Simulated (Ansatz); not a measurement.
Take Si in the diamond structure (space group Fd-3m, No. 227) as the base.

```
Si
1.0
    0.00000     2.70105     2.70105
    2.70105     0.00000     2.70105
    2.70105     2.70105     0.00000
Si
2
Direct
  0.00000   0.00000   0.00000
  0.25000   0.25000   0.25000
```

Cartesian axes are those of the cell as printed.

Method: LDA/PAW in Ansatz (a program for electronic structure), without spin-orbit coupling.

The change: every lattice vector is stretched by 1.50 %; the atoms relax in the strained cell.

Q: Predict the stress tensor and what it implies for the stiffness.

A: Stress of the strained cell less that of the base (GPa, compression positive):
```
  -3.92    0.00    0.00
   0.00   -3.92    0.00
   0.00    0.00   -3.92
```

Then B = −ΔP/(ΔV/V₀) with ΔV/V₀ = 0.0457 gives secant stiffness values (nonlinear terms included at this strain): B ≈ 86 GPa.

As a check, the harmonic strain energy −½ V₀ Δσ:ε is 11 meV/atom; the computed energy rise is 11 meV/atom.

No phonon test of stability was made.
